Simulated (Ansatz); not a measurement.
Hypothetical CdI2 type SiO2, thickness series

Take SiO2 in the CdI2 type structure (space group P-3m1, No. 164; a = 2.670 Å, c = 4.542 Å; a hypothetical phase, not in the database extracts checked; layered, stacked along the Cartesian z axis) as the base.

Free-standing slabs (3 atom(s) a layer) normal to the stacking axis with 15 Å of vacuum; in-plane cell relaxed.

All numbers come from r2SCAN+rVV10 in Ansatz (plane waves to 500 eV, PAW, spin-orbit coupling left out).

Notes on the quantities. excess energy per area of both faces: slab less bulk energy over the cell's area: twice a surface energy; electron mass: in plane.

```tsv
change	excess energy per area of both faces	gap character	electron mass	band gap	smallest direct gap
base	–	–	–	7.21 eV	7.49 eV
1 layer	0.30 J/m²	indirect, k = (0.143, 0.286, 0) in the run's primitive reciprocal basis → Γ	0.42 mₑ (at Γ)	7.92 eV	8.53 eV
2 layers	0.33 J/m²	indirect, K–Γ (62 % along) → Γ	0.40 mₑ (at Γ)	7.58 eV	8.02 eV
3 layers	0.34 J/m²	indirect, K–Γ (64 % along) → Γ	0.39 mₑ (at Γ)	7.43 eV	7.80 eV
```

The excess energy carries the mismatch between the slab's and the bulk's meshes. Masses are band curvatures over ±0.01 Å⁻¹ around the edge. No phonon test of stability was made.

Ansatz is a program for electronic structure.
